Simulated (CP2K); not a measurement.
Converging the k-point mesh at a smearing width of 0.02 eV: K (Im-3m, 1 atom in the cell)

```yaml
crystal:
  lattice:
    - [4.59548, 0.00000, 0.00000]
    - [-1.53183, 4.33266, 0.00000]
    - [-1.53183, -2.16633, 3.75219]
  atoms:
    - { symbol: K, position: [0.00000, 0.00000, 0.00000] }
```

Level of theory: CP2K 2026.2 with PBE, GPW, DZVP-MOLOPT-SR-GTH basis, GTH-PBE potentials (GTH_POTENTIALS).

Base settings: CUTOFF = 500 Ry; REL_CUTOFF = 40 Ry; SMEAR/METHOD = FERMI_DIRAC; ELECTRONIC_TEMPERATURE = 1160.45 K; KPOINTS/SCHEME = MONKHORST-PACK 4 4 4; GAMMA_CENTERED = T; XC_FUNCTIONAL = PBE; K/BASIS_SET = DZVP-MOLOPT-SR-GTH-q9; K/POTENTIAL = GTH-PBE-q9; METHOD = GPW.

In this ladder: ELECTRONIC_TEMPERATURE = 232.09 K. Moved along: GAMMA_CENTERED.

Only quantities that move along the ladder and can be compared are tabulated.

The starting cell has typed, rounded lattice constants, without a prior relaxation at this level. Its lattice was rescaled by up to half a per cent. Values carry the incompleteness of an atom-centred basis. Without a gap this mesh is coarse (it stands for a supercell whose shortest vector is 18 Å).

```csv
KPOINTS/SCHEME,free energy less the last step's (meV/atom),pressure (GPa)
MONKHORST-PACK 3 3 3,-89.12,0.01
MONKHORST-PACK 4 4 4,67.48,0.19
MONKHORST-PACK 5 5 5,1.80,0.10
MONKHORST-PACK 6 6 6,20.44,0.13
MONKHORST-PACK 7 7 7,-1.38,0.10
MONKHORST-PACK 8 8 8,5.79,0.11
MONKHORST-PACK 10 10 10,2.95,0.11
MONKHORST-PACK 12 12 12,1.20,0.10
MONKHORST-PACK 14 14 14,-0.02,0.10
MONKHORST-PACK 17 17 17,0.03,0.10
MONKHORST-PACK 21 21 21,0.00,0.10
```

Coarsest KPOINTS/SCHEME that holds the free energy within 0.5 meV/atom of the last step, with all finer ones: MONKHORST-PACK 14 14 14; the step before is off by 1.2 meV/atom.

Coarsest KPOINTS/SCHEME that holds the pressure within 0.05 GPa of the last step, with all finer ones: MONKHORST-PACK 5 5 5; the step before is off by 0.08 GPa.
